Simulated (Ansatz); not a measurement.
Input and output of a self-consistent single point for Tl3Ga (Fm-3m, 4 atoms in the cell) (Ansatz, a quantum-chemistry and plane-wave program).

Method: PBEsol, PAW files made with PBE (plane waves; Ansatz).

The change in words: lattice scaled by 0.98. Reference geometry:
```xyz
4
Lattice="0.0000 3.8774 3.8774 3.8774 0.0000 3.8774 3.8774 3.8774 0.0000" Properties=species:S:1:pos:R:3 pbc="T T T"
Tl     1.9387     1.9387     1.9387
Tl     5.8161     5.8161     5.8161
Tl     3.8774     3.8774     3.8774
Ga     0.0000     0.0000     0.0000
```

Reference input (self-consistent single point, DFT, PBEsol, plane waves, PAW files made with PBE): basis.ecutwfc = 420 eV; kpoints.mp_grid.grid = 5 5 5; hamiltonian.xc = pbesol; hamiltonian.pseudopotentials = {kind: paw} (the program's default PAW files); scf.occupations.method = fermi_dirac; scf.occupations.width = 0.136 eV. This run's input differs from it in these lines:

```diff
@@ -3,9 +3,9 @@
   lattice:
-    - [0.00000000, 3.87739000, 3.87739000]
-    - [3.87739000, 0.00000000, 3.87739000]
-    - [3.87739000, 3.87739000, 0.00000000]
+    - [0.00000000, 3.79984200, 3.79984200]
+    - [3.79984200, 0.00000000, 3.79984200]
+    - [3.79984200, 3.79984200, 0.00000000]
   atoms:
-    - { symbol: Tl, position_ang: [1.93869500, 1.93869500, 1.93869500] }
-    - { symbol: Tl, position_ang: [5.81608500, 5.81608500, 5.81608500] }
-    - { symbol: Tl, position_ang: [3.87739000, 3.87739000, 3.87739000] }
+    - { symbol: Tl, position_ang: [1.89992100, 1.89992100, 1.89992100] }
+    - { symbol: Tl, position_ang: [5.69976300, 5.69976300, 5.69976300] }
+    - { symbol: Tl, position_ang: [3.79984200, 3.79984200, 3.79984200] }
     - { symbol: Ga, position_ang: [0.00000000, 0.00000000, 0.00000000] }
```

The program printed (abridged):

```
SCF iter   1: F=—  HF=-37636.008494 eV  |F-HF|=—  |Δ(HF+E_count)|=         —  Δρ=1.63e-2  dr2=4.35e-1  ethr=3.10e-3  ⟨swp⟩=6.8  Hψ=1340  notcnv=0
all-band conjugate gradients solve this SCF's bands
preconditioner: auto → Kerker (q_TF=auto, 2.409 Å⁻¹)
SCF iter   2: F=—  HF=-37635.869967 eV  |F-HF|=—  |Δ(HF+E_count)|=   1.39e-1  Δρ=8.16e-3  dr2=1.18e-1  ethr=8.36e-4  ⟨swp⟩=2.0  Hψ=709  notcnv=0  defer=3
   [... lines left out ...]
SCF iter   5: F=—  HF=-37635.824815 eV  |F-HF|=—  |Δ(HF+E_count)|=   3.63e-4  Δρ=3.32e-4  dr2=8.49e-5  ethr=3.43e-6  ⟨swp⟩=2.0  Hψ=567  notcnv=0  defer=3
SCF iter   6: F=—  HF=-37635.824829 eV  |F-HF|=—  |Δ(HF+E_count)|=   1.44e-5  Δρ=6.10e-5  dr2=3.71e-6  ethr=1.63e-7  ⟨swp⟩=2.2  Hψ=584  notcnv=0  defer=3
SCF iter   7: F=—  HF=-37635.824831 eV  |F-HF|=—  |Δ(HF+E_count)|=   1.77e-6  Δρ=1.71e-5  dr2=4.61e-7  ethr=7.14e-9  ⟨swp⟩=2.0  Hψ=568  notcnv=0  defer=3
SCF iter   8: F=-37635.824831 eV  HF=-37635.824831 eV  |F-HF|=2.26e-10  |Δ(HF+E_count)|=   3.74e-8  Δρ=4.13e-6  dr2=1.06e-8  ethr=1.92e-10  ⟨swp⟩=6.1  Hψ=1242  notcnv=0
SCF 1 converged in 8 iterations: F = -37635.824831 eV  dr2 = 1.06e-8
Free energy (F): -37635.824831 eV
Internal energy: -37635.636990 eV  (E = F + TS)
E sigma→0 (E₀):  -37635.730911 eV
Entropy (-TS):   -0.187841 eV (-46.960 meV/atom)
Fermi energy:    9.405117 eV
--- Forces (eV/Å), atoms counted from 1 ---
  atom   1  Tl     0.00000000     0.00000000    -0.00000000
   [... zero for the other atoms too ...]
--- Stress (GPa, compression-positive) ---
       -0.967111       0.000000       0.000000
        0.000000      -0.967111      -0.000000
       -0.000000      -0.000000      -0.967111
  P = ⅓ Tr σ = -0.9671 GPa (-9.671 kbar)
  The stress holds the Pulay correction. Without it, at fixed plane waves, as pw.x and ABINIT print it: P = -0.9833 GPa
```

The run converged in 8 iterations. Against the reference run the free energy goes down by 19.6 meV/atom and the pressure goes from -2.59 to -0.97 GPa.

The starting cell comes from a database of computed structures (which also holds hypothetical and non-ambient phases and stackings), without a prior relaxation at this level. For this run, on top of that: lattice scaled by 0.98. Ansatz's pressure includes its estimate of the finite-basis (Pulay) stress.

Keys are those of Ansatz 0.2.
